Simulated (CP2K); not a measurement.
## CP2K run on BaTe (Fm-3m, 2 atoms in the cell): self-consistent single point

Computed with PBE, GPW, DZVP-MOLOPT-SR-GTH basis, GTH-PBE potentials (GTH_POTENTIALS) in CP2K.

The input file:

```
&GLOBAL
  PROJECT run
  RUN_TYPE ENERGY_FORCE
  PRINT_LEVEL MEDIUM
&END GLOBAL
&FORCE_EVAL
  METHOD Quickstep
  STRESS_TENSOR ANALYTICAL
  &DFT
    BASIS_SET_FILE_NAME BASIS_MOLOPT
    POTENTIAL_FILE_NAME GTH_POTENTIALS
    &QS
      METHOD GPW
      EPS_DEFAULT 1E-10
    &END QS
    &MGRID
      CUTOFF 500
      REL_CUTOFF 40
      NGRIDS 5
    &END MGRID
    &SCF
      SCF_GUESS ATOMIC
      EPS_SCF 1E-6
      MAX_SCF 100
      ADDED_MOS 4
      &DIAGONALIZATION
        ALGORITHM STANDARD
      &END DIAGONALIZATION
      &MIXING
        METHOD BROYDEN_MIXING
        ALPHA 0.3
        NBUFFER 8
        BETA 1.5
      &END MIXING
      &SMEAR ON
        METHOD FERMI_DIRAC
        ELECTRONIC_TEMPERATURE [K] 116.05
      &END SMEAR
    &END SCF
    &KPOINTS
      SCHEME MACDONALD 8 8 8 0.0625 0.0625 0.0625
    &END KPOINTS
    &XC
      &XC_FUNCTIONAL PBE
      &END XC_FUNCTIONAL
    &END XC
    &PRINT
      &MO
        EIGENVALUES T
        OCCUPATION_NUMBERS T
        NDIGITS 8
        FILENAME mo
        &EACH
          QS_SCF 0
        &END EACH
        ADD_LAST NUMERIC
      &END MO
      &MULLIKEN ON
      &END MULLIKEN
    &END PRINT
  &END DFT
  &SUBSYS
    &CELL
      A 4.94974700 0.00000000 0.00000000
      B 2.47487400 4.28660700 0.00000000
      C 2.47487400 1.42886900 4.04145200
      PERIODIC XYZ
    &END CELL
    &COORD
      Ba       0.00000000     0.00000000     0.00000000
      Te       4.94974750     2.85773800     2.02072600
    &END COORD
    &KIND Ba
      BASIS_SET DZVP-MOLOPT-SR-GTH
      POTENTIAL GTH-PBE-q10
    &END KIND
    &KIND Te
      BASIS_SET DZVP-MOLOPT-SR-GTH
      POTENTIAL GTH-PBE-q6
    &END KIND
  &END SUBSYS
  &PRINT
    &FORCES ON
    &END FORCES
    &STRESS_TENSOR ON
    &END STRESS_TENSOR
  &END PRINT
&END FORCE_EVAL
```

Log, with long lists cut:

```
 GLOBAL| Method name                                                        CP2K
 GLOBAL| Project name                                                        run
 GLOBAL| Run type                                                   ENERGY_FORCE

 CELL| Volume [angstrom^3]:                                            85.749993
 CELL| Vector a [angstrom]:       4.950     0.000     0.000   |a| =     4.949747
 CELL| Vector b [angstrom]:       2.475     4.287     0.000   |b| =     4.949748
 CELL| Vector c [angstrom]:       2.475     1.429     4.041   |c| =     4.949748
 CELL| Angle (b,c), alpha [degree]:                                    59.999999
 CELL| Angle (a,c), beta  [degree]:                                    59.999998
 CELL| Angle (a,b), gamma [degree]:                                    59.999997
 CELL| Numerically orthorhombic:                                              NO
 CELL| Periodicity                                                           XYZ

 DFT| Spin restricted Kohn-Sham (RKS) calculation                            RKS
 DFT| Multiplicity                                                             1
 DFT| Number of spin states                                                    1
 DFT| Charge                                                                   0
 DFT| XC density smoothing                                                  NONE
 DFT| XC derivatives                                                          PW

 QS| Method:                                                                 GPW
 QS| Density plane wave grid type                        NON-SPHERICAL FULLSPACE
 QS| Number of grid levels:                                                    5
 QS| Density cutoff [a.u.]:                                                250.0
 QS| Multi grid cutoff [a.u.]: 1) grid level                               250.0
   [... lines left out ...]
 BRILLOUIN| Wavefunction type                                            COMPLEX
 BRILLOUIN| List of Kpoints [2 Pi/Bohr]                                      260
 BRILLOUIN| Number           Weight            X              Y              Z
 BRILLOUIN|     1           0.00391       -0.37500       -0.37500       -0.37500
 BRILLOUIN|     2           0.00391       -0.37500       -0.37500       -0.25000
 BRILLOUIN|     3           0.00391       -0.37500       -0.37500       -0.12500
   [... 257 lines left out ...]
 *******************************************************************************

 Extrapolation method: initial_guess

 Re-scaling the density matrix to get the right number of electrons
                  # Electrons              Trace(P)               Scaling factor
                           16                16.000                        1.000

 Number of electrons:                                                         16
 Number of occupied orbitals:                                                  8
 Number of molecular orbitals:                                                12

 Number of orbital functions:                                                 27
 Number of independent orbital functions:                                     27
 SCF WAVEFUNCTION OPTIMIZATION

  Step     Update method      Time    Convergence         Total energy    Change
     1 NoMix/Diag. 0.30E+00      -     1.87723012       -33.8955325815 -3.39E+01
     2 Broy./Diag. 0.30E+00      -     0.01644639       -33.5532135695  3.42E-01
     3 Broy./Diag. 0.30E+00      -     0.09339483       -33.5972898002 -4.41E-02
     4 Broy./Diag. 0.30E+00      -     0.00665203       -33.7209721508 -1.24E-01
     5 Broy./Diag. 0.30E+00      -     0.00576719       -33.7628075599 -4.18E-02
     6 Broy./Diag. 0.30E+00      -     0.00098420       -33.7676829512 -4.88E-03
     7 Broy./Diag. 0.30E+00      -     0.00098933       -33.7674852540  1.98E-04
     8 Broy./Diag. 0.30E+00      -     0.00072572       -33.7662218436  1.26E-03
     9 Broy./Diag. 0.30E+00      -     0.00012559       -33.7668210694 -5.99E-04
    10 Broy./Diag. 0.30E+00      -     0.00021514       -33.7684883868 -1.67E-03
    11 Broy./Diag. 0.30E+00      -     0.00000678       -33.7688431378 -3.55E-04
    12 Broy./Diag. 0.30E+00      -     0.00000641       -33.7689576760 -1.15E-04
    13 Broy./Diag. 0.30E+00      -     0.00000040       -33.7689784835 -2.08E-05
  *** SCF run converged in    13 steps ***

  Electronic density on regular grids:        -16.0000000003       -0.0000000003
  Core density on regular grids:               15.9999999970       -0.0000000030
  Total charge density on r-space grids:       -0.0000000034
  Total charge density g-space grids:          -0.0000000034

  Overlap energy of the core charge distribution:               0.00000000000000
  Self energy of the core charge distribution:                -69.90136321765598
  Core Hamiltonian energy:                                     13.88843876728919
  Hartree energy:                                              27.83436272875876
  Exchange-correlation energy:                                 -5.59041676187471
  Electronic entropic energy:                                  -0.00000000000000
  Fermi energy:                                                 0.17455797595705

  Total energy:                                               -33.76897848348274
  Total energy (extrapolated to T->0):                        -33.76897848348274

                     Mulliken Population Analysis

 #  Atom  Element  Kind  Atomic population                           Net charge
       1     Ba       1          9.020567                              0.979433
       2     Te       2          6.979433                             -0.979433
 # Total charge                             16.000000                 -0.000000

 ENERGY| Total FORCE_EVAL ( QS ) energy [hartree]            -33.768984923696536

 FORCES| Atomic forces [hartree/bohr]
 FORCES|   Atom     x               y               z               |f|
 FORCES|      1 -2.62410620E-14 -4.94761342E-15 -8.77843403E-15   2.81093066E-14
 FORCES|      2  1.26017390E-14  2.49442393E-15 -1.02598379E-14   1.64405063E-14
 FORCES| Sum    -1.36393230E-14 -2.45318949E-15 -1.90382719E-14
 FORCES| Total atomic force                                       2.35479313E-14

 STRESS| Analytical stress tensor [bar]
 STRESS|                        x                   y                   z
 STRESS|      x        1.71790142930E+04   1.63199331665E+00   1.15399500355E+00
 STRESS|      y        1.63199331665E+00   1.71770860354E+04   6.52110514598E-01
 STRESS|      z        1.15399500355E+00   6.52110514598E-01   1.71766020730E+04
 STRESS| 1/3 Trace                                             1.71775674671E+04
```

The run converged in 13 iterations.

The starting cell has typed, rounded lattice constants, without a prior relaxation at this level. Values carry the incompleteness of an atom-centred basis.

Cost on one core of a shared machine: roughly 40 s.
